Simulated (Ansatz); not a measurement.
Start from KTaO3 in the cubic perovskite structure (space group Pm-3m, No. 221).

```
KTaO3
1.0
    4.02442     0.00000     0.00000
    0.00000     4.02442     0.00000
    0.00000     0.00000     4.02442
K Ta O
1 1 3
Cartesian
  0.00000   0.00000   0.00000
  2.01221   2.01221   2.01221
  0.00000   2.01221   2.01221
  2.01221   2.01221   0.00000
  2.01221   0.00000   2.01221
```

The values are results of PBE (Ansatz, a first-principles code; PAW; 420 eV plane waves; spin-orbit coupling left out), not measurements.

Base values:

```
Quantity               Value
-------------------  -------
Lattice parameter a  4.024 Å
```

The change: a hydrostatic pressure of 3 GPa.

### Question
What happens to the lattice parameter a?

### Answer
The lattice parameter a decreases by 0.0206 Å (4.024 Å → 4.004 Å).

Load acts through the strain it causes; cell and atoms are relaxed under it. No phonon test of stability was made.
